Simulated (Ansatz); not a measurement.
Step by step: formation energy of Ti_W in W (bcc, Im-3m)

We look at the formation energy of Ti_W in W (bcc, Im-3m). Reaction: Ti (hcp) + 63 W (bcc) → cell A.

A: a supercell of 64 sites of W (bcc, Im-3m) with Ti on a W site (8 W at 2.76 Å); spin state with PBE: run without spin.

Ansatz (a first-principles code) with PAW potentials; structures come from PBE relaxations, nuclei static, no net charge. Ansatz runs with its default PAW set. Other levels take these structures. The lattices are those relaxed with PBE, so at other levels the solids can be strained, which adds to the spread. Larger cells are relaxed from a start prepared with the learned potential CHGNet, on a coarser mesh till forces fall under 0.03 eV/Å, which some starts already meet. A dispersion term (D3(BJ), or D4 for r2SCAN) was computed beside these levels and is taken off wherever the name lacks it. Spin-orbit coupling is left out. Mesh and cell size may move defect energies by 0.1 eV or more. Cell A has symmetry Im-3m within 0.02 Å and got no random move, so less symmetric positions, which may lie lower, weren't tried.

Total energies of the cells in eV, at zero smearing width. They compare only within one column; the weights balance every element.

| cell | atoms | weight | PBE | PBE+D3(BJ) |
|---|---|---|---|---|
| A: W:Ti_W | 64 | +1 | -656744.53856 | -656788.20328 |
| Ti (hcp) | 2 | −1/2 | -4999.33129 | -5000.53140 |
| W (bcc) | 64 | −63/64 | -664628.88689 | -664672.59309 |

PBE: (-656744.53856) − 1/2 × (-4999.33129) − 63/64 × (-664628.88689) = -0.812 eV.

PBE+D3(BJ): (-656788.20328) − 1/2 × (-5000.53140) − 63/64 × (-664672.59309) = -0.854 eV.
